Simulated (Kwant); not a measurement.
# In0.53Ga0.47As/In0.52Al0.48As stack with 3 barriers

Device: In0.53Ga0.47As/In0.52Al0.48As stack with 3 barriers. One parabolic valley. Leads of mass 0.041 mₑ with the band edge at 0; grid 0.1 nm; bias swept from 0.0208 to 0.43967 V, dropping linearly over the stack. Emitter Fermi level 0.15 eV, 77 K, equal in the collector.

```json
[
 {"layer": "1", "thickness (nm)": "2.4", "band offset (eV)": "0.52", "mass (mₑ)": "0.075"},
 {"layer": "2", "thickness (nm)": "3.5", "band offset (eV)": "0", "mass (mₑ)": "0.041"},
 {"layer": "3", "thickness (nm)": "2.4", "band offset (eV)": "0.52", "mass (mₑ)": "0.075"},
 {"layer": "4", "thickness (nm)": "3.5", "band offset (eV)": "0", "mass (mₑ)": "0.041"},
 {"layer": "5", "thickness (nm)": "2.4", "band offset (eV)": "0.52", "mass (mₑ)": "0.075"}
]
```

Constants are typed, rounded textbook-type inputs, not results; the design itself was drawn at random and stands for no fabricated device.

Computed with Kwant: one-band effective-mass tight-binding model in one dimension, coherent, no space charge, current by the Tsu-Esaki formula.

```csv
bias (V),J (A/cm²)
0.02080,6050
0.04698,23300
0.07316,41200
0.09934,48100
0.1255,49900
0.1517,52700
0.1779,58000
0.2041,64600
0.2302,71400
0.2564,76900
0.2826,86600
0.3088,99100
0.3350,112000
0.3611,127000
0.3873,142000
0.4135,158000
0.4397,175000
```
